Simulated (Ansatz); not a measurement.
**Response to strain in TiB2**

Consider TiB2 (space group P6/mmm, No. 191; a = 3.0174 Å, c = 3.1851 Å). Axes: x lies along a and z along c of the hexagonal cell.

Strains are applied to the cell and any free atomic positions relax.

Computed with DFT with PBEsol, PAW potentials and a 420 eV plane-wave cutoff in Ansatz (a quantum-chemistry and plane-wave program), no spin-orbit coupling.

Notes on the quantities. energy relative to the base: free energy F; pressure: mean of the normal stresses, compression positive.

```csv
change,energy relative to the base,pressure
base,0 meV/atom,0.0 GPa
tensor shear ε_xz = +0.57 %,+0.9 meV/atom,0.0 GPa
tensor shear ε_xz = +0.29 %,+0.2 meV/atom,0.0 GPa
tensor shear ε_xz = +1.14 %,+3.8 meV/atom,0.2 GPa
tensor shear ε_xz = +1.71 %,+8.4 meV/atom,0.4 GPa
tensor shear ε_xz = +1.43 %,+5.9 meV/atom,0.3 GPa
tensor shear ε_xz = +0.86 %,+2.1 meV/atom,0.1 GPa
tensor shear ε_xz = +2.00 %,?,?
```

Task: Some entries are withheld; estimate them.

Result: 
- tensor shear ε_xz = +2.00 %, energy relative to the base: +12 meV/atom
- tensor shear ε_xz = +2.00 %, pressure: 0.5 GPa

A case with no gap was solved on a k-mesh chosen for an insulator, which is coarse for it. Without a gap, meshes like the base's 13×13×10 leave anisotropic stresses uncertain by several tenths of a GPa, and small strain energies with them. No phonon test of stability was made. All final runs are without spin polarisation.
